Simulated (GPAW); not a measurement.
GPAW run on WS2 (P1, 3 atoms in the cell): self-consistent single point.

Method of the run: LDA (Perdew-Wang 92), GPAW PAW datasets LDA (gpaw-data 1.0.1) (plane waves; GPAW).

The change in words: atoms moved at random. Reference geometry:
```
WS2
1.0
    3.15391     0.00000     0.00000
   -1.57696     2.73137     0.00000
    0.00000     0.00000    16.79294
W S
1 2
Direct
  0.00000   0.00000   0.00000
  0.33333   0.66667   0.90800
  0.33333   0.66667   0.09200
```

Reference input (self-consistent single point, DFT LDA (Perdew-Wang 92), plane waves, GPAW PAW datasets LDA (gpaw-data 1.0.1)): mode = pw; ecut = 550 eV; xc = LDA; kpts = 6 6 1; mesh shift (steps) = 0 0 0; occupations.name = fermi-dirac; occupations.width = 0 eV; nbands = -8; convergence.bands = -6; symmetry.symmorphic = false; symmetry.tolerance = 0.0005; maxiter = 120. This run's input differs from it in these lines:

```diff
@@ -8,5 +8,5 @@
                     [0.000000, 0.000000, 16.792940]],
-              positions=[[0.000000, 0.000000, 0.000000],
-                         [-0.000002, 1.820914, 15.247990],
-                         [-0.000002, 1.820914, 1.544950]],
+              positions=[[-0.021273, 0.025615, 0.020857],
+                         [-0.003670, 1.826879, 15.248829],
+                         [0.024939, 1.789333, 1.523254]],
               pbc=True)
```

Output (repeated stretches shortened):

```
     iter     time        total  log10-change:
                         energy   eigst   dens
iter:   1 --:--:--   -25.126475   +0.50
iter:   2 --:--:--   -25.137728   -0.61  -1.23
iter:   3 --:--:--   -24.869923   -1.36  -1.24
iter:   4 --:--:--   -24.832033   -1.41  -1.42
iter:   5 --:--:--   -24.817167   -1.84  -1.70
iter:   6 --:--:--   -24.851385   -1.95  -1.93
iter:   7 --:--:--   -24.792070   -2.21  -1.84
iter:   8 --:--:--   -24.793090   -2.79  -2.67
iter:   9 --:--:--   -24.791490c  -3.59  -2.50
iter:  10 --:--:--   -24.791457c  -4.14  -2.94
iter:  11 --:--:--   -24.791436c  -4.15  -3.03
iter:  12 --:--:--   -24.791367c  -4.55  -3.14
iter:  13 --:--:--   -24.791387c  -4.84  -3.31
iter:  14 --:--:--   -24.791377c  -4.99  -3.32
iter:  15 --:--:--   -24.791375c  -5.30  -3.67
iter:  16 --:--:--   -24.791373c  -5.56  -3.85
iter:  17 --:--:--   -24.791372c  -5.85  -4.08c
iter:  18 --:--:--   -24.791372c  -6.14  -4.19c
iter:  19 --:--:--   -24.791372c  -6.33  -4.23c
iter:  20 --:--:--   -24.791371c  -6.61  -4.61c
iter:  21 --:--:--   -24.791371c  -6.88  -4.84c
iter:  22 --:--:--   -24.791371c  -7.12  -4.95c
iter:  23 --:--:--   -24.791371c  -7.34  -5.06c
iter:  24 --:--:--   -24.791371c  -7.59c -5.32c
Converged after 24 iterations.

Dipole moment: (-3.010635, 1.455551, -2.359477) |e|*Ang

Energy contributions relative to reference atoms: (reference = -460165.274101)

Kinetic:        +21.254943
Potential:      -22.191506
External:        +0.000000
XC:             -23.905639
Entropy (-ST):   +0.000000
Local:           +0.050831
SIC:             +0.000000
--------------------------
Free energy:    -24.791371
Extrapolated:   -24.791371

Showing only first 2 kpts
 Kpt  Band  Eigenvalues  Occupancy
  0    11     -2.33120    2.00000
  0    12     -0.83878    2.00000
  0    13      1.80319    0.00000
  0    14      2.13422    0.00000

  1    11     -2.20769    2.00000
  1    12     -1.23561    2.00000
  1    13      1.52472    0.00000
  1    14      2.06046    0.00000

Fermi level: 0.02694

Gap: 1.731 eV
Transition (v -> c):
   [... lines left out ...]
Direct gap: 1.804 eV
Transition at: (s=0, k=14, n=12, [0.33, 0.33, 0.00])
Energy (eV): -24.791371

Forces in eV/Ang:
  0 W     0.72694   -0.91671   -1.13816
  1 S    -0.20804    0.22066    0.21124
  2 S    -0.51887    0.69599    0.92685

Stress tensor:
     0.006359    -0.001974     0.003139
    -0.001974     0.001650    -0.004842
     0.003139    -0.004842    -0.007089
Stress (GPa, Voigt): [ 1.0188  0.2644 -1.1358 -0.7758  0.5029 -0.3162]
```

The run converged in 24 iterations. GPAW prints stress with tension positive. Against the reference run the free energy goes up by 19.0 meV/atom, the pressure goes from -0.65 to -0.05 GPa, the largest force goes from 0.057 to 1.632 eV/Å and the gap on the mesh goes from 1.837 to 1.731 eV.

The starting cell comes from a database of computed structures (which also holds hypothetical and non-ambient phases and stackings), without a prior relaxation at this level. Its lattice was rescaled by a random factor within 2.5 % of one. For this run, on top of that: atoms moved at random. Spin-orbit coupling is off. Forces in this geometry exceed 1 eV/Å.

Cost on one core of a shared machine: roughly 2 min.
